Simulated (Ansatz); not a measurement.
Cost and result by functional for the surface energy of the (100) surface of fcc Cu in its 1x1 cell, outermost plane spacing 1.82 Å in the ideal cut, in Ansatz (plane waves, PAW). Single points on the PBE structure, on one kind of machine; costs are rough ratios of the slab run's core time (references not counted) to the cheapest single point. r2SCAN's cost holds its higher cutoff (500 against 420 eV). Differences are taken against r2SCAN for comparison alone: no measured value is at hand, so the table doesn't rank accuracy.

Model: 7-atom slab, 10.9 Å thick at the start, 15x15x1 mesh, Fermi-Dirac 0.1 eV, dipole correction, all atoms relaxed; start symmetry kept, larger cells not searched; no spin, no spin-orbit, no U. These notes are the PBE run's.

```
functional                     relative cost  surface energy (J/m²)  less r2SCAN (J/m²)
-----------------------------  -------------  ---------------------  ------------------
PBEsol                                     1                   1.82                0.08
LDA                                        1                   1.98                0.24
RPBE                                       1                   1.25               -0.48
r2SCAN                                     2                   1.74                0.00
PBE (the relaxed run's value)              –                   1.48               -0.26
```

The values span 0.72 J/m², while the single points' costs differ by a factor of roughly 2. Differences are of unrounded values.

Ansatz is an electronic-structure program.
